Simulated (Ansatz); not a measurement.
Consider the following.

```
CELL_PARAMETERS angstrom
      4.34240     0.00000     0.00000
     -2.17120     3.76063     0.00000
      0.00000     0.00000     7.50062
ATOMIC_POSITIONS crystal
  Ba 0.00000 0.00000 0.00000
  Mg 0.66667 0.33333 0.37593
  Mg 0.33333 0.66667 0.62407
  P  0.66667 0.33333 0.72654
  P  0.33333 0.66667 0.27346
```

These are PBEsol, rigid bands (plane waves, PAW, scalar-relativistic; Ansatz, a program for electronic structure) values and carry that method's errors. Cell: cell and atoms relaxed with PBEsol.

Problem. Predict the hole conductivity mass (n e² τ/σ) at 300 K, by direction if it differs.

Solution. 0.59 (x), 0.59 (y), 0.69 (z) mₑ.

Problem. Predict the electron conductivity mass (n e² τ/σ) at 300 K, by direction if it differs.

Solution. 0.30 (x), 0.30 (y), 1.52 (z) mₑ.

Problem. And the band gap?

Solution. 1.10 eV at this level; semilocal functionals usually fall short of the measured gap.

Rigid bands, one relaxation time for all states, no polarons. Spin-orbit coupling is left out; where it splits the top of the valence band it changes the hole mass and lowers the gap by about a third of the splitting.

Computed structure with no diffraction record at hand here (it may be known, metastable or hypothetical): BaMg2P2 (P-3m1).
